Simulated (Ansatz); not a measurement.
The parent structure is InSb in the zinc blende structure (space group F-43m, No. 216; a = 6.4497 Å). Axes: x, y, z lie along the cube axes.

The values are results of DFT with LDA, PAW potentials and a 420 eV plane-wave cutoff in Ansatz (a first-principles code), no SOC, not measurements.

For the base:

```
Quantity            Value
---------------  --------
Pressure          0.0 GPa
Volume per atom  33.54 Å³
```

Now apply this change: compressive biaxial strain of 2.00 % in the plane normal to [001], as in epitaxy on a mismatched substrate; the out-of-plane cell vector and the atoms relax.

Question: What happens to the energy relative to the base, pressure and volume per atom?

Answer: The energy grows by 5.5 meV/atom; the pressure (mean of the normal stresses, compression positive) goes from zero to 0.9 GPa; the volume per atom shrinks by 0.62 Å³ to 32.92 Å³.

No phonon test of stability was made. All final runs are without spin polarisation.
